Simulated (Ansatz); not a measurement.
An Ansatz (a first-principles code) run: AlN with a change (isotropic strain −2.50 %); Ansatz, PBEsol, PAW, cutoff 420 eV, without spin-orbit coupling.

Input:

Ansatz 0.2 input:
```yaml
crystal:
  lattice:
    - [0, 2.1341458782, 2.1341458782]
    - [2.1341458782, 0, 2.1341458782]
    - [2.1341458782, 2.1341458782, 0]
  atoms:
    - { symbol: Al, position: [0, 0, 0] }
    - { symbol: N, position: [0.25, 0.25, 0.25] }
basis: { ecutwfc: 420, ecutrho_ratio: 4, xc_grid: 2, fft_grid_basis: typed }
kpoints: { mp_grid: { grid: [13, 13, 13] } }
hamiltonian:
  xc: pbesol
  dispersion: none
  pseudopotentials: { kind: paw }
scf: { occupations: { method: fermi_dirac, width: 0.05 }, convergence: { dr2_threshold: 0.0000000002 } }
relax: { f_tol: 0.005, max_steps: 50 }
output: { forces: true, stress: true }
checkpoint: { write: state.ck, write_every: 1000 }
```

Output (explanatory and most iteration lines left out):

```
Relaxation: its limit of steps is 50 (relax.max_steps)
Pseudopotential: Al, paw, valence charge 3
Pseudopotential: N, paw, valence charge 5
Crystal: 2 atoms, lattice volume = 19.440 Å³
Basis set: ecut = 420 eV, 339 PW (Γ), exchange–correlation on 48×48×48 points (8 copies of the dense FFT grid, shifted against one another)
Bands: 8, of which v1, the nominal top of the filled ones, is band 4 counted from 1 (3 counted from 0)
Symmetry: 24 space group operations
Space group: F-43m (ITA 216), of the structure as read, at distance tolerance 2.7e-5 Å
k-points: 84 of 2197 (time reversal used)
Functional: x = pbesol(κ = 0.804, μ = 0.12345679012345678), c = pbesol(β = 0.046)
SCF iter   1: F=—  HF=-905.840913 eV  |F-HF|=—  |Δ(HF+E_count)|=         —  Δρ=1.03e-2  dr2=2.14e-2  ethr=1.77e-3  ⟨swp⟩=4.6  Hψ=4886  notcnv=0
SCF iter   2: F=—  HF=-905.835207 eV  |F-HF|=—  |Δ(HF+E_count)|=   5.71e-3  Δρ=3.93e-3  dr2=2.16e-3  ethr=2.68e-4  ⟨swp⟩=2.6  Hψ=1826  notcnv=0
SCF 1 converged in 6 iterations: F = -905.834547 eV  dr2 = 5.24e-11
relax step   1: F+E_penalty+E_count = -905.83454684 eV  Δ(F+E_penalty+E_count) = +0.000e0 eV  max|allowed force component| = 1.989e-16 eV/Å  Δτ_max = 0.0000 Å  (6 SCF iters, accepted)
SCF converged after 6 iterations
Free energy (F): -905.834547 eV
Internal energy: -905.834547 eV  (E = F + TS)
E sigma→0 (E₀):  -905.834547 eV
Fermi energy:    9.325627 eV
--- Forces (eV/Å), atoms counted from 1 ---
  atom   1  Al     0.00000000    -0.00000000     0.00000000
  atom   2  N     -0.00000000     0.00000000     0.00000000
--- Stress (GPa, compression-positive) ---
       17.607450       0.000000       0.000000
        0.000000      17.607450       0.000000
        0.000000       0.000000      17.607450
  P = ⅓ Tr σ = 17.6074 GPa (176.074 kbar)
--- Relaxed structure (1 steps of the walk, 1 accepted, 0 SCFs on fresh bases) ---
  atoms:
    - { symbol: Al, position: [0.0, 0.0, 0.0] }
    - { symbol: N, position: [0.25, 0.25, 0.25] }
```

No phonon test of stability was made. The cell was made from AlN in the zinc blende structure (space group F-43m, No. 216) by this change: isotropic strain −2.50 %. This is not the structure that AlN has at room temperature and ambient pressure.
